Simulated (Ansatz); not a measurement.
**LaB6 (space group Pm-3m, No. 221)**

Space group Pm-3m (No. 221); a = b = c = 4.155 Å, α = β = γ = 90.00°

| atom | site | symmetry | x | y | z |
|---|---|---|---|---|---|
| La | 1a | m-3m | 0.0000 | 0.0000 | 0.0000 |
| B | 6f | 4m.m | 0.1998 | 0.5000 | 0.5000 |

The values are results of PBE/PAW in Ansatz (an electronic-structure program), no spin-orbit coupling, not measurements. Γ-centred 11×11×11 mesh, Fermi–Dirac width 0.05 eV.

```yaml
volume_per_atom: 10.25 Å³
density: 4.72 g/cm³
band_gap: zero
total_energy: -1027.073 eV/atom (σ→0; compares only within this code and set-up)
```

No phonon test of stability was made. The final runs are not spin-polarised. An odd electron count without spin: LaB6.
